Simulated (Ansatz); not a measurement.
Several settings converged on SrMn2Ge2 (I4mm, 5 atoms in the cell)

```xyz
5
Lattice="-2.0307 2.0307 5.7357 2.0307 -2.0307 5.7357 2.0307 2.0307 -5.7357" Properties=species:S:1:pos:R:3 pbc="T T T"
Sr     0.0000     0.0000     0.0500
Mn     0.0000     2.0307     2.8678
Mn     2.0307     0.0000     2.8678
Ge     0.0000     0.0000     7.2701
Ge     0.0000     0.0000     4.2013
```
Moments meant for the start (each program seeds them in its own way; μB, in the order of the atoms Sr Mn Mn Ge Ge): 0.0 4.0 4.0 0.0 0.0.

Base method: PBEsol, default PAW files made with PBE (plane waves; Ansatz, a program for electronic structure).

Base settings: basis.ecutwfc = 30.9 Ry; kpoints.mp_grid.grid = 4 4 4; hamiltonian.xc = pbesol; hamiltonian.pseudopotentials = {kind: paw} (the program's default PAW files); magnetization.spin_polarized = true; scf.occupations.method = fermi_dirac; scf.occupations.width = 0.0073 Ry.

The count of work is k-points × plane waves × bands × iterations; it is no time. Core times come from one kind of shared machine, to one figure; runs under 30 s give none.

**The cutoff for other potential files**

Level: DFT, PBEsol, plane waves, harder PAW files (source: ansatz) made with PBE.

In this ladder: hamiltonian.pseudopotentials = {kind: paw, source: ansatz}.

The second cell is the first with its lattice scaled by 0.98.

The mesh stays at the base's, so the ladder's end is converged at best in this setting alone.

The first pressure column holds Ansatz's estimate of the finite-basis (Pulay) stress, which hides part of the cutoff error; the other is without it.

Only quantities that move along the ladder and can be compared are tabulated.

```csv
basis.ecutwfc,free energy less the last step's (meV/atom),energy of the compressed cell less the first (meV/atom),pressure (GPa),pressure without the Pulay estimate (GPa),largest difference of a force vector from the last step's (eV/Å),count of work / last,core time / last (rough)
27.2 Ry,7504.69,-26.05,-3.60,-267.64,0.057,0.11,–
33.1 Ry,1812.74,-31.87,-4.64,-90.60,0.157,0.13,–
42.3 Ry,123.12,-6.60,-3.44,-13.42,0.007,0.21,–
51.1 Ry,3.41,-7.14,-3.47,-3.94,0.000,0.28,–
60.3 Ry,0.26,-7.08,-3.46,-3.47,0.000,0.35,0.4
72.4 Ry,0.14,-7.08,-3.46,-3.46,0.000,0.51,0.5
90.4 Ry,0.06,-7.08,-3.46,-3.46,0.000,0.71,0.7
120.5 Ry,0.00,-7.09,-3.46,-3.46,0.000,1.0,1
```

Coarsest basis.ecutwfc that holds the free energy within 5 meV/atom of the last step, with all finer ones: 51.1 Ry, at 0.28 of the last step's count of work; the step before is off by 120 meV/atom.

Coarsest basis.ecutwfc that holds the pressure within 0.1 GPa of the last step, with all finer ones: 42.3 Ry, at 0.21 of the last step's count of work; the step before is off by 1.2 GPa.

Coarsest basis.ecutwfc that holds the pressure without the Pulay estimate within 0.2 GPa of the last step, with all finer ones: 60.3 Ry, at 0.35 of the last step's count of work and about 0.4 of the last step's time; the step before is off by 0.47 GPa.

The energy difference between the two cells stays within 1 meV/atom of the last step's from 42.3 Ry on, the total only from 60.3 Ry on: much of the error is common to both cells and cancels.

At the lowest cutoff the pressure without the Pulay estimate lies 264 GPa under the last step's, the usual sign of Pulay stress in an incomplete plane-wave basis.

**The density cutoff**

The second cell is the first with its lattice scaled by 0.98.

The mesh stays at the base's, so the ladder's end is converged at best in this setting alone.

Only quantities that move along the ladder and can be compared are tabulated.

```csv
basis.ecutrho_ratio,free energy less the last step's (meV/atom),energy of the compressed cell less the first (meV/atom),pressure (GPa),largest difference of a force vector from the last step's (eV/Å)
2,-10.93,-8.22,-2.96,0.028
3,-0.24,-7.35,-3.48,0.001
4,0.00,-7.37,-3.50,0.000
5,0.00,-7.37,-3.50,0.000
6,0.00,-7.37,-3.50,0.000
8,0.00,-7.37,-3.50,0.000
10,0.00,-7.37,-3.50,0.000
12,0.00,-7.37,-3.50,0.000
16,0.00,-7.37,-3.50,0.000
```

Coarsest basis.ecutrho_ratio that holds the energy of the compressed cell less the first within 0.2 meV/atom of the last step, with all finer ones: 3; the step before is off by 0.85 meV/atom.

Coarsest basis.ecutrho_ratio that holds the forces within 0.02 eV/Å of the last step, with all finer ones: 3; the step before is off by 0.028 eV/Å.

Coarsest basis.ecutrho_ratio that holds the free energy within 2 meV/atom of the last step, with all finer ones: 3; the step before is off by 11 meV/atom.

The energy difference between the two cells stays within 1 meV/atom of the last step's from 2 on, the total only from 3 on: much of the error is common to both cells and cancels.

On the base run: the starting cell comes from a database of computed structures (which also holds hypothetical and non-ambient phases and stackings), without a prior relaxation at this level. Its lattice was rescaled by up to half a per cent. One atom was moved a little off its site on purpose. The magnetic order is the one reached from the typed start; others were not searched systematically. The program warned that, by what it read of turns of the moments, another magnetic order lies lower. In the base run, with a pressure of about -3 GPa the cell is away from its equilibrium volume at this level. Without a gap this mesh is coarse (it stands for a supercell whose shortest vector is 16 Å).

Keys are those of Ansatz 0.2.
